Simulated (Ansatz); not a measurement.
The starting structures come from a database of crystals and need not be the phases stable at ambient conditions.

 Where the default PAW files enter, the runs use the earlier of Ansatz's two default sets.

By PBEsol, the system below comes out a metal.

The ballistic (Sharvin) conductance counts the channels at the Fermi level: G/A = (e²/h) × channels of both spins per area.

Input:

```xyz
1
Lattice="4.5006 0.0000 0.0000 -2.2503 3.8977 0.0000 2.2503 1.2992 0.9187" Properties=species:S:1:pos:R:3 pbc="T T T"
Al     0.0000     0.0000     0.0000
```

Space group of this cell: Im-3m, bcc (W type). The cell is taken as given; by PBEsol its mean pressure is 2.1 GPa.

The current flows along the normal of the first two printed cell vectors, the (111) plane of the conventional cell. No spin-orbit coupling; the value is a mean over 0.1 eV about the Fermi level.

**Question.** Compute, with Ansatz (a quantum-chemistry and plane-wave program) with PBEsol, the ballistic conductance per area.

**Answer.** 1.7 × 10¹⁵ S/m² for both spins.
